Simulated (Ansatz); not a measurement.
Fluorite CoSi2 was calculated with r²SCAN+rVV10 in Ansatz (PAW).

Run with plane-wave cutoff 560 eV, 18×18×18 k mesh, Fermi–Dirac smearing 0.05 eV, no spin polarisation, scalar-relativistic PAW data made under PBE.

A third-order Birch–Murnaghan fit to the energies gives V0 = 12.455 Å³/atom, B0 = 200 GPa, B′ = 4.5.

```csv
V (Å³/atom),P (GPa)
11.708,?
11.957,8.93
12.206,?
12.455,0.00
12.705,?
12.954,-7.17
13.203,?
```

### Question
Estimate the withheld pressures from this fit; the answers are the runs' own values.

### Answer

- 11.708, P (GPa): 14.18
- 12.206, P (GPa): 4.22
- 12.705, P (GPa): -3.78
- 13.203, P (GPa): -10.21

The formula P = (3/2) B0 (x^(7/3) − x^(5/3)) [1 + (3/4)(B′ − 4)(x^(2/3) − 1)] with x = V0/V meets the computed pressures within 0.05 GPa when these rounded values are put in.

Measured, for comparison: equilibrium volume per atom 12.87 Å³/atom (room temperature, no zero-point or thermal correction; as tabulated in Hegde and Bowen (2014), arXiv:1405.1317). Computed (rounded) less measured: equilibrium volume per atom -3.2 %.

Ansatz is a first-principles code.
